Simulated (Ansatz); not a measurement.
**Na3OBr (Pm-3m, No. 221, 5 atoms in the cell; start mp-985586)**

The numbers are results of PBE0 (Ansatz, an electronic-structure program, PAW), not measurements.

Numerical settings: plane-wave cutoff 460 eV, 6×6×6 k mesh, Fermi–Dirac smearing 0.01 eV, scalar-relativistic PAW data made under PBE.

Cell (relaxed with PBEsol):

```
CELL_PARAMETERS angstrom
      4.54255     0.00000     0.00000
      0.00000     4.54255     0.00000
      0.00000     0.00000     4.54255
ATOMIC_POSITIONS crystal
  Na 0.00000 0.50000 0.50000
  Na 0.50000 0.00000 0.50000
  Na 0.50000 0.50000 0.00000
  Br 0.00000 0.00000 0.00000
  O  0.50000 0.50000 0.50000
```

* **band gap**: 4.07 eV (on the SCF k mesh) (direct)

Note: cell and atoms aren't relaxed at this level (pressure 0.2 GPa).

Spin–orbit coupling is not included.

Cost on a shared machine: very roughly 90 core-seconds.

A start named mp-… is a Materials Project structure, which need not be a measured phase.
